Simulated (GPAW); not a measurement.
GPAW run on ZrZn (Pm-3m, 2 atoms in the cell): relaxation of cell and atoms.

Method of the run: PBEsol, GPAW PAW datasets PBEsol (made by gpaw-setup) (plane waves; GPAW 25.7.0).

```yaml
crystal:
  lattice:
    - [3.26049, 0.00000, 0.00000]
    - [0.00000, 3.26049, 0.00000]
    - [0.00000, 0.00000, 3.26049]
  atoms:
    - { symbol: Zr, position: [0.50000, 0.50000, 0.50000] }
    - { symbol: Zn, position: [0.00000, 0.00000, 0.00000] }
```

Reference input (self-consistent single point, DFT PBEsol, plane waves, GPAW PAW datasets PBEsol (made by gpaw-setup)): mode = pw; ecut = 850 eV; xc = PBEsol; kpts = 7 7 7; mesh shift (steps) = 0 0 0; occupations.name = fermi-dirac; occupations.width = 0.1 eV; nbands = -8; convergence.forces = 0.001 eV/Å; symmetry.symmorphic = false; symmetry.tolerance = 0.0005; maxiter = 150. This run's input differs from it in these lines:

```diff
@@ -1,2 +1,4 @@
 from ase import Atoms
+from ase.filters import FrechetCellFilter
+from ase.optimize import BFGS
 from ase.units import GPa
@@ -17,3 +19,3 @@
             nbands=-8,
-            convergence={'forces': 0.001},
+            convergence={'forces': 0.001, 'density': 1e-05},
             symmetry={'symmorphic': False, 'tolerance': 0.0005},
@@ -22,2 +24,10 @@
 atoms.calc = calc
+
+target = FrechetCellFilter(atoms)
+
+opt = BFGS(target, logfile='-')
+converged = opt.run(fmax=0.02, steps=40)
+print('Relaxation converged:', converged)
+print('Cell:', atoms.cell.cellpar().round(4))
+print(atoms.get_scaled_positions().round(5))
```

Output (repeated stretches shortened):

```
     iter     time        total  log10-change:
                         energy   eigst   dens  force
iter:   1 --:--:--   -10.558537
iter:   2 --:--:--   -10.546574   -0.62  -1.46
iter:   3 --:--:--   -10.249260   -1.08  -1.47
iter:   4 --:--:--   -10.523903   -1.08  -1.67
iter:   5 --:--:--   -10.413056   -2.13  -1.90
iter:   6 --:--:--   -10.270966   -2.09  -1.95
iter:   7 --:--:--   -10.224743   -2.27  -2.10
iter:   8 --:--:--   -10.220305   -2.71  -2.51
iter:   9 --:--:--   -10.220095c  -3.94  -2.79
iter:  10 --:--:--   -10.220997c  -4.24  -2.88
iter:  11 --:--:--   -10.219613c  -3.98  -3.16
iter:  12 --:--:--   -10.219455c  -4.72  -3.77
   [... lines left out ...]
iter:  18 --:--:--   -10.219300c  -6.60  -4.22
iter:  19 --:--:--   -10.219291c  -6.68  -4.22
iter:  20 --:--:--   -10.219293c  -7.71c -4.23
iter:  21 --:--:--   -10.219293c  -7.90c -4.36
iter:  22 --:--:--   -10.219297c  -7.22  -4.40
iter:  23 --:--:--   -10.219290c  -6.68  -4.45
iter:  24 --:--:--   -10.219287c  -7.14  -4.55
iter:  25 --:--:--   -10.219290c  -6.99  -4.60
iter:  26 --:--:--   -10.219286c  -7.20  -4.95
iter:  27 --:--:--   -10.219289c  -7.34  -5.10c
iter:  28 --:--:--   -10.219290c  -7.24  -4.95
iter:  29 --:--:--   -10.219292c  -7.56c -5.58c
iter:  30 --:--:--   -10.219292c  -9.30c -5.66c -28.25c
Converged after 30 iterations.

Dipole moment: (0.000000, 0.000000, 0.000000) |e|*Ang

Energy contributions relative to reference atoms: (reference = -146660.596491)

Kinetic:         +0.577762
Potential:       +0.878738
External:        +0.000000
XC:             -11.989316
Entropy (-ST):   -0.025367
Local:           +0.326208
SIC:             +0.000000
--------------------------
Free energy:    -10.231975
Extrapolated:   -10.219292

Showing only first 2 kpts
 Kpt  Band  Eigenvalues  Occupancy
  0    10      8.17392    1.99990
  0    11      8.17392    1.99990
  0    12     12.87571    0.00000
  0    13     12.87571    0.00000

  1    10      8.19756    1.99987
  1    11      8.21787    1.99984
  1    12     11.83427    0.00000
  1    13     11.83427    0.00000

Fermi level: 9.16168

Gap: 0.239 eV
Transition (v -> c):
   [... lines left out ...]
Direct gap: 0.445 eV
Occupation numbers: Fermi-Dirac:
Atomic positions and initial magnetic moments
Free energy:    -10.236753
Fermi level: 9.07058
Gap: 0.246 eV
Direct gap: 0.442 eV
Occupation numbers: Fermi-Dirac:
Atomic positions and initial magnetic moments
Free energy:    -10.241611
   [... lines left out ...]
    -0.000000    -0.000392     0.000000
     0.000000     0.000000    -0.000392

Forces in eV/Ang:
  0 Zr   -0.00000   -0.00000    0.00000
  1 Zn    0.00000    0.00000    0.00000

BFGS:    2 --:--:--      -10.241611        0.006967
Relaxation converged: True
Cell: [ 3.2892  3.2892  3.2892 90.     90.     90.    ]
[[0.5 0.5 0.5]
 [0.  0.  0. ]]
Energy (eV): -10.228727
Stress (GPa, Voigt): [-0.0627 -0.0627 -0.0627  0.      0.     -0.    ]
```

The run converged. GPAW prints stress with tension positive. 

Summary of the result:
Free energy E − TS (from the program's reference atoms): -10.2416 eV
Fermi level (on the code's own zero): 8.85 eV
Pressure: 0.06 GPa
Final cell: a = b = c = 3.289 Å, α = β = γ = 90.00°
Final volume per atom: 17.79 Å³
Relaxation steps: 2

The starting cell comes from a database of computed structures (which also holds hypothetical and non-ambient phases and stackings), without a prior relaxation at this level. Its lattice was rescaled by a random factor within 2.5 % of one. The relaxation keeps the symmetry of its start, so its end need not be a minimum. The log's line on a gap gives a spacing of levels on this mesh, which the program prints for metals too.

Cost on one core of a shared machine: roughly 3 min.
